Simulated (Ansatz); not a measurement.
Start from Cu₃SbS₄ (space group I-42m, No. 121; a = 5.3398 Å, c = 10.6351 Å). Axes: x, y, z lie along a, b, c of the conventional cell.

Computed with PBEsol, PAW, 420 eV (Ansatz, an electronic-structure program; scalar-relativistic without spin-orbit coupling).

Base values:

The pressure is 0.0 GPa and the volume per atom is 18.95 Å³.

It is then changed as follows: biaxial strain −2.25 %, plane normal [001], relaxed out of plane (Cartesian); in-plane vectors clamped, the third vector and the atoms free.

Q: What does the calculation give for the pressure, energy relative to the base and volume per atom after the change?

A: The pressure (mean of the normal stresses, compression positive) goes from zero to 1.3 GPa; the energy increases by 5.0 meV/atom; the volume per atom decreases by 0.29 Å³, from 18.95 Å³ to 18.66 Å³.

Without a gap, meshes like the base's 12×12×12 leave anisotropic stresses uncertain by several tenths of a GPa, and small strain energies with them. No phonon test of stability was made. The final runs are not spin-polarised.
